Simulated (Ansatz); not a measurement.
The parent structure is PbSe in the rock salt structure (space group Fm-3m, No. 225).

PbSe has the cubic space group Fm-3m (No. 225), the rock salt structure, Pearson symbol cF8. Conventional cell: a = b = c = 6.178 Å, α = β = γ = 90.00°. Se on 4a is coordinated by 6 Pb at 3.089 Å (octahedral). Pb on 4b has 6 Se at 3.089 Å (octahedral). (Neighbours: up to the widest gap in distance over summed covalent radii, below 1.35, at either atom; cation-cation and far metal-metal contacts left out.)
(The calculation used a cell of 2 atoms; values per cell refer to that cell.)

Method: r2SCAN/PAW in Ansatz (a first-principles code), no spin-orbit coupling.

Base values:

| Property | Result |
|---|---|
| Hole mass | 0.24 mₑ along k, 0.11 mₑ across (at L) |
| Gap character | direct at L |
| Pressure | 0.00 GPa |

The change: the cell is scaled by 1.0069 in all directions, atoms relaxed at fixed cell.

Question: How does this affect the energy relative to the base, hole mass, gap character and pressure?

Answer: The energy goes up by 2.0 meV/atom; the hole mass becomes 0.27 mₑ along k, 0.12 mₑ across (at L) (base: 0.24 mₑ along k, 0.11 mₑ across (at L)); the gap character is still direct at L; the pressure goes from zero to -1.02 GPa.

Spin-orbit coupling, missing from the scalar runs, can matter with Pb. The cells carry an imposed strain or load. Effective masses come from finite differences of ±0.01 Å⁻¹. Along k means along the line from Γ to the band edge. No phonon test of stability was made.
